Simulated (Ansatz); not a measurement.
CsCl-type CuZn, treated with PBE in Ansatz (PAW).

Run with plane-wave cutoff 520 eV, 18×18×18 k mesh, Fermi–Dirac smearing 0.05 eV, no spin polarisation, scalar-relativistic PAW data made under PBE.

Cell (relaxed at this level):

```cif
data_CuZn
_chemical_formula_sum 'Zn1 Cu1'
_space_group_name_H-M_alt 'Pm-3m'
_space_group_IT_number 221
_space_group_name_Hall '-P 4 2 3'
_cell_length_a 2.96413
_cell_length_b 2.96413
_cell_length_c 2.96413
_cell_angle_alpha 90.000
_cell_angle_beta 90.000
_cell_angle_gamma 90.000
loop_
_atom_site_label
_atom_site_type_symbol
_atom_site_symmetry_multiplicity
_atom_site_Wyckoff_symbol
_atom_site_fract_x
_atom_site_fract_y
_atom_site_fract_z
_atom_site_occupancy
Zn1 Zn 1 b 0.50000 0.50000 0.50000 1
Cu1 Cu 1 a 0.00000 0.00000 0.00000 1
```

Predict the bulk modulus B0 and pressure derivative B′ of the bulk modulus.


- bulk modulus B0 = 115 GPa
- pressure derivative B′ of the bulk modulus = 5.0

The run finds no gap.

Measured, for comparison: bulk modulus 116 GPa (temperature not stated, not corrected to a static lattice; as tabulated in Nepal et al. (2020), arXiv:2007.11150). Computed (rounded) less measured: bulk modulus -0.9 %.

Computing time: about 80 core-seconds (a rough figure).

Ansatz is a program for electronic structure.
